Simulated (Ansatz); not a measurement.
The reference is CdS in the zinc blende structure (space group F-43m, No. 216; a = 5.824 Å). Axes: x, y, z lie along the cube axes.

Modification: compressive biaxial strain of 1.04 % in the plane normal to [001], as in epitaxy on a mismatched substrate; the out-of-plane cell vector and the atoms relax.

Levels (all Ansatz, an electronic-structure program, PAW): PBEsol (420 eV, no spin-orbit coupling); r2SCAN (500 eV, no spin-orbit coupling).

The geometry is relaxed with PBEsol.

* **PBEsol electron mass**: 0.11 mₑ (at Γ)
* **PBEsol width of the top valence band**: 2.31 eV
* **PBEsol band gap**: 1.00 eV

**Question.** Predict the electron mass, width of the top valence band and band gap from r2SCAN.

**Answer.** The electron mass goes from 0.11 mₑ (at Γ) to 0.16 mₑ (at Γ); the width of the top valence band grows by 0.02 eV to 2.33 eV; the band gap grows by 0.595 eV (1.00 eV → 1.59 eV).

Single points use the geometry relaxed with PBEsol. Masses are band curvatures over ±0.01 Å⁻¹ around the edge. Stability against distortions was not tested.
